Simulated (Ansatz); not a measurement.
System: TaN (P-62m, No. 189). Method: PBEsol (Ansatz, a quantum-chemistry and plane-wave program, plane waves, PAW).

Settings: plane-wave cutoff 520 eV, 12×12×20 k mesh (along the axes of the cell as run), Fermi–Dirac smearing 0.072 eV (set by the program), scalar-relativistic PAW data made under PBE.

Computed at the level's own relaxed cell.

Elastic tensor (GPa, Voigt notation, ions relaxed):

```
  559.2   225.2   172.0     0.0     0.0     0.0
  225.2   559.2   172.0     0.0     0.0     0.0
  172.0   172.0   706.7     0.0     0.0     0.0
    0.0     0.0     0.0   204.9     0.0     0.0
    0.0     0.0     0.0     0.0   204.9     0.0
    0.0     0.0     0.0     0.0     0.0   167.0
```

Work out the Voigt, Reuss and Hill averages of the bulk and shear moduli, Young's modulus and Poisson's ratio from the printed constants.

K_V = [C11 + C22 + C33 + 2(C12 + C13 + C23)]/9 = [1825.1 + 2 × 569.2]/9 = 329.3 GPa. G_V = [1825.1 − 569.2 + 3 × 576.8]/15 = 199.1 GPa. From the compliances S = C⁻¹, K_R = 328.0 and G_R = 194.3 GPa. Hill means: K = 328.6, G = 196.7 GPa. E = 9KG/(3K + G) = 492 GPa, ν = (3K − 2G)/(6K + 2G) = 0.25, K/G = 1.67.

Spin–orbit coupling is not included.

The computed numbers hold no vibrational or temperature effects.
